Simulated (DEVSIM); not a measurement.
## Pd/Si3N4/p-Ge capacitor

Device: Pd/Si3N4/p-Ge capacitor, at 300 K.

```
layer (left to right)  material  thickness (nm)  Na (cm⁻³)
---------------------  --------  --------------  ---------
1                         Si3N4            4.10          -
2                            Ge             540       6e16
```

Metal gate on the left, work function 5.2 eV. Fixed charge at the semiconductor interface 0 cm⁻² (in units of +e); no interface traps.

The device is made up for the run: typed textbook-type constants, with dimensions and the other settings drawn at random. Values at 300 K.

| parameter | Si3N4 | Ge |
|---|---|---|
| gap (eV) | 5.1 | 0.664 |
| affinity (eV) | 2.1 | 4 |
| permittivity | 7.5 | 16 |
| Nc (cm⁻³) | - | 1.04e19 |
| Nv (cm⁻³) | - | 6e18 |

Model (solved in DEVSIM): 1D Poisson equation in equilibrium, Boltzmann statistics, complete ionisation; no quantum confinement or tunnelling. Metal contacts follow the ideal Schottky-Mott rule: no Fermi-level pinning, no interface dipoles.

The flat-band voltage is 0.66 V. The threshold voltage (band bending 2φF) is 1.13 V, the minimum of the low-frequency capacitance comes out as 0.147 μF/cm² and the capacitance of the dielectric stack is 1.62 μF/cm².
